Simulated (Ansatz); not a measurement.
The reference is SiC (space group P6_3mc, No. 186; a = 3.094 Å, c = 10.129 Å).

Calculations: plane-wave PAW DFT at the PBE level (Ansatz, a program for electronic structure, 420 eV), without spin-orbit coupling, earlier PAW set.

Before the change:

| Item | Result |
|---|---|
| Valence-band top at Γ | 0.00, 0.00, -0.05 eV |
| Band gap | 2.22 eV |

It is then changed as follows: cell and atoms relaxed at a pressure of 75 GPa.

Q: What happens to the valence-band top at Γ?

A: The valence-band top at Γ (three highest levels, from the VBM) changes from 0.00, 0.00, -0.05 eV to 0.00, 0.00, -0.03 eV.

Q: What does the calculation give for the band gap after the change?

A: The band gap grows by 0.022 eV to 2.25 eV.

Load acts through the strain it causes; cell and atoms are relaxed under it. Stability against distortions was not tested. No other phases were tried under pressure.
